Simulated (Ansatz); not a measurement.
Results of revPBE in Ansatz (plane waves, PAW) for CsCl-type CoAl.

Settings: plane-wave cutoff 520 eV, 20×20×20 k mesh, Fermi–Dirac smearing 0.05 eV, no spin polarisation, scalar-relativistic PAW data made under PBE.

Equation-of-state points:

```json
[
 {"V (Å³/atom)": "11.092", "E − E_lowest (meV/atom)": "25.34", "P (GPa)": "12.10"},
 {"V (Å³/atom)": "11.328", "E − E_lowest (meV/atom)": "10.86", "P (GPa)": "7.64"},
 {"V (Å³/atom)": "11.564", "E − E_lowest (meV/atom)": "2.62", "P (GPa)": "3.62"},
 {"V (Å³/atom)": "11.800", "E − E_lowest (meV/atom)": "0.00", "P (GPa)": "0.00"},
 {"V (Å³/atom)": "12.036", "E − E_lowest (meV/atom)": "2.43", "P (GPa)": "-3.25"},
 {"V (Å³/atom)": "12.272", "E − E_lowest (meV/atom)": "9.41", "P (GPa)": "-6.17"},
 {"V (Å³/atom)": "12.508", "E − E_lowest (meV/atom)": "20.47", "P (GPa)": "-8.80"}
]
```

What bulk modulus B0 and pressure derivative B′ does a third-order Birch–Murnaghan fit give?

V0 = 11.800 Å³/atom, B0 = 171 GPa, B′ = 4.3 (fit to the energies at full precision).

Measured, for comparison: bulk modulus 162 GPa, equilibrium volume per atom 11.71 Å³/atom (room temperature, no zero-point or thermal correction; as tabulated in Yamada et al. (2019), arXiv:1910.09660). Computed (rounded) less measured: bulk modulus +6 %, equilibrium volume per atom +0.8 %. A static lattice is as a rule a little smaller and stiffer than an uncorrected measurement, which narrows the difference in the bulk modulus and would widen misses of the other sign.

Ansatz is a first-principles code.
